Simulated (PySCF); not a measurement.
PySCF 2.14.0, B3LYP/def2-svp, df: C[N]C(=O)N(C)C, charge -1, multiplicity 1, 16 atoms. The geometry is a generated start, not checked to be a minimum at this level.

```json
{
 "task": "energy",
 "method": "b3lyp",
 "basis": "def2-svp",
 "two_electron_scheme": "density fitting",
 "mol.max_memory": "3000 MB",
 "mf.max_cycle": "100",
 "mf.conv_tol": "1e-09 (default)",
 "mf.grids.level": "3 (default)",
 "basis_functions": "143",
 "grid_points": "186632"
}
```

```xyz
16

C      2.6850     0.3385    -0.0141
N      1.2795     0.5912    -0.1610
C      0.4958    -0.3136     0.3619
O      0.7771    -1.3777     0.9508
N     -0.9084     0.0234     0.2673
C     -1.3101     1.0496    -0.6465
C     -1.8316    -1.0588     0.4178
H      3.0837     0.7598     0.9259
H      2.9308    -0.7373    -0.0114
H      3.2237     0.8149    -0.8425
H     -0.4412     1.6830    -0.8078
H     -1.6495     0.6424    -1.6177
H     -2.1362     1.6348    -0.2205
H     -2.1787    -1.4630    -0.5537
H     -2.7175    -0.7434     0.9896
H     -1.3025    -1.8437     0.9621
```

Charge -1 and multiplicity 1 are set for this test and not shown to be the ground state.

With the defaults (mf.DIIS = CDIIS, mf.diis = true, mf.diis_space = 8, mf.init_guess = minao, mf.damp = 0, mf.diis_start_cycle = 1, mf.level_shift = 0) it converges in 13 Fock builds. One run each on 2 threads, 1 BLAS thread, with these changes:
- mf.level_shift = 0.1 Hartree
- mf.diis_space = 12
- mf.diis = false
- mf.init_guess = mod_huckel
- mf.damp = 0.3, mf.diis_start_cycle = 4
- mf.DIIS = EDIIS
- mf.diis_space = 20
- mf.diis_space = 3
- mf.damp = 0.7, mf.diis_start_cycle = 8

**Question.** Which runs fail or end elsewhere than the default run?

**Answer.** No convergence: mf.DIIS = EDIIS; mf.diis = false (the run ends without SCF convergence in 100 cycles). The rest reach the solution of the defaults.

| setting | Fock builds | end |
|---|---|---|
| the defaults | 13 | same solution |
| mf.diis_space = 12 | 13 | same solution |
| mf.level_shift = 0.1 Hartree | 13 | same solution |
| mf.diis_space = 20 | 13 | same solution |
| mf.init_guess = mod_huckel | 15 | same solution |
| mf.damp = 0.7, mf.diis_start_cycle = 8 | 16 | same solution |
| mf.damp = 0.3, mf.diis_start_cycle = 4 | 16 | same solution |
| mf.diis_space = 3 | 23 | same solution |
| mf.DIIS = EDIIS | 101 | no convergence |
| mf.diis = false | 101 | no convergence |
